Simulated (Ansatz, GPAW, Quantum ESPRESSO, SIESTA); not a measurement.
ZnS (F-43m, 2 atoms in the cell) computed with different codes at matched settings

Relaxation of cell and atoms.

```yaml
crystal:
  lattice:
    - [0.00000, 2.69018, 2.69018]
    - [2.69018, 0.00000, 2.69018]
    - [2.69018, 2.69018, 0.00000]
  atoms:
    - { symbol: Zn, position: [0.00000, 0.00000, 0.00000] }
    - { symbol: S, position: [0.25000, 0.25000, 0.25000] }
```

Shared settings, as Ansatz (a program for electronic structure) writes them: kpoints.mp_grid.grid = 11 11 11; scf.occupations.method = fermi_dirac; scf.occupations.width = 0.0007 Ry. Potentials and cutoffs stand in the table.

```csv
code,model,final volume (Å³/atom),gap on the mesh (eV),cutoff
GPAW,"PBE, GPAW PAW datasets PBE (gpaw-data 1.0.1)",20.15,2.011,800 eV
Quantum ESPRESSO,"PBE, GBRV 1.5 ultrasoft (PBE) pseudopotentials",20.09,2.027,50 Ry
Ansatz,"PBE, PAW files",20.16,2.011,default
SIESTA,"GGA PBE, numerical atomic orbitals TZP, PseudoDojo PBE standard norm-conserving potentials (rewritten from UPF to PSML)",19.67,2.342,grid 400 Ry
```

Gaps are read on the mesh.

The spread over the programs that give each value: final volume within 0.49 Å³/atom; gap on the mesh within 0.331 eV.

SIESTA uses small atom-centred bases, whose incompleteness enters pressures, forces and empty levels differently from a plane-wave cutoff. The programs treat the finite-basis stress differently while the cell relaxes: Ansatz adds an estimate of it.

The starting cell comes from a database of computed structures (which also holds hypothetical and non-ambient phases and stackings), without a prior relaxation at this level. Its lattice was rescaled by a random factor within 2.5 % of one.

Keys are those of Ansatz 0.2.
